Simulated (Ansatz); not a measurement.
The starting structures come from a database of crystals and need not be the phases stable at ambient conditions.

Inside the gap of an insulator the Bloch states are evanescent, with a wavenumber k + iκ along the transport direction.

Given:

```yaml
crystal:
  lattice:
    - [7.27099, 0.00000, 0.00000]
    - [0.00000, 7.30212, 0.00000]
    - [0.00000, 3.65106, 2.10794]
  atoms:
    - { symbol: Sr, position: [0.00000, 0.00000, 0.00000] }
    - { symbol: Zn, position: [0.62868, 0.33333, 0.00000] }
    - { symbol: Zn, position: [0.37132, 0.66667, 0.00000] }
    - { symbol: As, position: [0.27210, 0.33333, 0.00000] }
    - { symbol: As, position: [0.72790, 0.66667, 0.00000] }
```

Space group of this cell: P-3m1. The cell is taken as given.

Transport runs along the normal of the first two printed cell vectors, the (110) plane of the conventional cell.

No gap correction and no spin-orbit coupling; mid-gap values are interpolated between computed energies.

Problem. State the band gap and the smallest decay constant κ at mid-gap according to r2SCAN (Ansatz, a quantum-chemistry and plane-wave program).

Solution. Gap 0.72 eV on a 4×14×14 mesh; κ = 0.072 1/Å, at the zone centre.
